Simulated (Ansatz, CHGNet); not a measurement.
For ZnSnN2 (model structure, started from the alpha NaFeO2 type, R-3m, No. 166, 4 atoms in the cell), the machine-learned potential CHGNet-r²SCAN (trained on r²SCAN data) gives:

- equilibrium lattice constant a: 3.189 Å
- c axis length: 15.583 Å

Problem. What does r²SCAN+rVV10 (Ansatz, a first-principles code, plane waves, PAW) give for the same quantities?

Solution. 
- lattice constant a: 3.160 Å (decreases by 0.9 %)
- lattice parameter c: 15.398 Å (decreases by 1.2 %)

Changes are worked out from the printed values.

Unless a cell is named, each level is at its own relaxed cell (CHGNet-r²SCAN 11.44, r²SCAN+rVV10 11.09 Å³/atom).

Ansatz's density-functional and Hartree–Fock values are scalar-relativistic unless marked +SOC, with PAW data made under PBE.

A model structure was made by putting elements into a prototype or built by hand; it is no filed structure, need not be a known phase, and can be a saddle point held by its symmetry.
